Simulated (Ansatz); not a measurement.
Input:

Host crystal: cubic SrTiO3, with a band gap (PBE, scalar-relativistic without spin-orbit coupling).

End structure of Cl on the 1x1 (100) surface of cubic SrTiO3 (a phase of room or higher temperature, not the 0 K ground state) (cut with top plane 2 O + Ti), one in a 1x1 cell, started at the site 'hollow O-O-Ti':

```xyz
14
Lattice="3.9368 0.0000 0.0000 0.0000 3.9368 0.0000 0.0000 0.0000 27.0000" Properties=species:S:1:pos:R:3 pbc="T T T"
O      0.0000     1.9684     9.5853
O      1.9684     0.0000     9.5853
Ti     1.9684     1.9684     9.6748
O      1.9684     1.9684    11.5228
Sr     0.0000     0.0000    11.4058
O     -0.0077     1.9573    13.4878
O      1.9573    -0.0077    13.4878
Ti     1.9902     1.9902    13.6351
O      1.9619     1.9619    15.4676
Sr     0.0318     0.0318    15.6532
O     -0.0182     1.9751    17.3849
O      1.9751    -0.0182    17.3849
Ti     2.0625     2.0625    17.6923
Cl     1.9647     1.9647    19.9091
```

Model: 14-atom slab, 7.8 Å thick at the start under the adsorbate (thin: gaps and levels are the slab's own), 6x6x1 mesh, Fermi-Dirac 0.01 eV, dipole correction, 5 atoms held, the rest relaxed; start symmetry kept, larger cells not searched; spin-polarised, ending with about 0.8 μB a cell, a value that depends on the mesh; orders that need a larger cell were not tried, no spin-orbit, no U, no dispersion correction. The slab shows no gap over 0.04 eV on its mesh. At the end it is bonded to Ti. In PBE it is, or lies within 0.03 eV of, the lowest of the starts that converged.

A negative adsorption energy means that the adsorbate is more stable on the surface than in its reference.

Q: What adsorption energy against ½ Cl2(g) does PBE in Ansatz (an electronic-structure program) give?

A: 12 kJ/mol

Q: Give the work function of the top face at the level PBE.

A: 8.27 eV

Q: What is the computed change of the step from the bottom to the top vacuum level, against the clean slab (PBE)?

A: 2.58 eV
